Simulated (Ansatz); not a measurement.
Take BP in the zinc blende structure (space group F-43m, No. 216; a = 4.548 Å) as the base.

Level of theory: PBE in Ansatz (plane waves to 420 eV, PAW, no spin-orbit coupling).

Before the change:

```
Property                 Value
-------------------  ---------
Pressure             -0.01 GPa
Smallest direct gap    3.39 eV
```

One thing is altered: an isotropic linear strain of −2.49 %, atoms relaxed at fixed cell.

**Question.** How does this affect the pressure and smallest direct gap?

**Answer.** The pressure rises by 14.14 GPa (-0.01 GPa → 14.13 GPa); the smallest direct gap goes up by 0.122 eV to 3.52 eV.

No phonon test of stability was made.

Ansatz is an electronic-structure program.
